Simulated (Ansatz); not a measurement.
The reference is C in the diamond structure (space group Fd-3m, No. 227; a = 3.5317 Å). Axes: x, y, z lie along the cube axes.

Computed with plane-wave PAW DFT at the LDA level (Ansatz, a program for electronic structure, 420 eV), without spin-orbit coupling.

Strains are applied to the cell and any free atomic positions relax; under biaxial strain the out-of-plane vector relaxes too.

One change was made to it. Results:

```
quantity                base    after
-------------------  -------  -------
smallest direct gap  5.62 eV  5.08 eV
band gap             4.17 eV  3.45 eV
```

What was done to the base?
A) biaxial strain −2.50 %, plane normal [001], relaxed out of plane
B) biaxial strain −3.00 %, plane normal [001], relaxed out of plane
C) biaxial strain +2.00 %, plane normal [001], relaxed out of plane
D) biaxial strain −1.00 %, plane normal [001], relaxed out of plane
E) biaxial strain +0.50 %, plane normal [001], relaxed out of plane

C, biaxial strain +2.00 %, plane normal [001], relaxed out of plane. For comparison, the band gap in the other runs: biaxial strain −3.00 %, plane normal [001], relaxed out of plane gives 3.78 eV; biaxial strain −2.50 %, plane normal [001], relaxed out of plane gives 3.85 eV; biaxial strain +0.50 %, plane normal [001], relaxed out of plane gives 3.99 eV; biaxial strain −1.00 %, plane normal [001], relaxed out of plane gives 4.05 eV.

Whether these cells are dynamically stable was not tested.
